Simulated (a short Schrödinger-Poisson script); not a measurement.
Stack: gated In0.52Al0.48As/In0.53Ga0.47As δ-doped gas in a quantum well, at 77 K.

```csv
layer,material,thickness (nm),Na (cm⁻³)
1,In0.52Al0.48As,20,-
2,In0.52Al0.48As,3,-
3,In0.53Ga0.47As,6,-
4,In0.52Al0.48As,4000,3e15
```

Constants are typed, rounded textbook-type inputs, not results; the design itself was drawn at random and stands for no fabricated device. In0.52Al0.48As: permittivity 12.5, conduction-band edge (eV) 0.52, gap (eV) 1.45, electron mass (mₑ) 0.075, Nv at 300 K (cm⁻³) 1.1e19. In0.53Ga0.47As: permittivity 13.9, conduction-band edge (eV) 0, gap (eV) 0.74, Nv at 300 K (cm⁻³) 7.7e18.

Channel valleys (confinement mass, in-plane density-of-states mass, number): Γ 0.041, 0.041, 1. At the gate the conduction-band edge of layer 1 lies 0.65 eV − eVg above the Fermi level of the channel; the field vanishes at the back. Sheet of ionised δ-doping: +1.5e12 e/cm² at 20 nm from the gate. The barrier under the gate holds no holes. Gaps are held at their typed values at every temperature. Mesh 0.08 nm at interfaces.

From a short Schrödinger-Poisson script (our own, NumPy): 1D Poisson equation in equilibrium, electrons quantum, Hartree (BenDaniel-Duke, 40 states a valley, the channel's in-plane mass for all, wave functions free to enter the barrier), parabolic valleys, classical holes, full ionisation, no traps, pinning or gate leakage.

The same stack at other levels of the model or other numerical settings:

| run | sheet density of all electrons at Vg = 0.4 V (cm⁻²) | sheet density of all electrons at Vg = -0.1 V (cm⁻²) | capacitance at Vg = 0.4 V (μF/cm²) | centroid of the channel electrons at Vg = 0.4 V (nm) | rough cost against the base |
|---|---|---|---|---|---|
| base | 1.27e12 | 8.06e10 | 0.388 | 2.84 | about 1 |
| electrons treated as classical, Boltzmann | 1.78e12 | 3.31e11 | 0.471 | 0.91 | 0.03 |
| electrons treated as classical, Fermi-Dirac | 1.33e12 | 2.37e11 | 0.370 | 2.70 | 0.1 |
| electrons treated as quantum, Hartree plus LDA exchange-correlation | 1.31e12 | 9.49e10 | 0.391 | 2.83 | about 1 |
| mesh six times as coarse | 1.27e12 | 7.73e10 | 0.388 | 2.83 | 0.2 |
| one subband a valley | 1.27e12 | 8.06e10 | 0.388 | 2.84 | 0.2 |

The classical rows ignore confinement, and Boltzmann statistics overrate the density once the band edge passes the Fermi level.
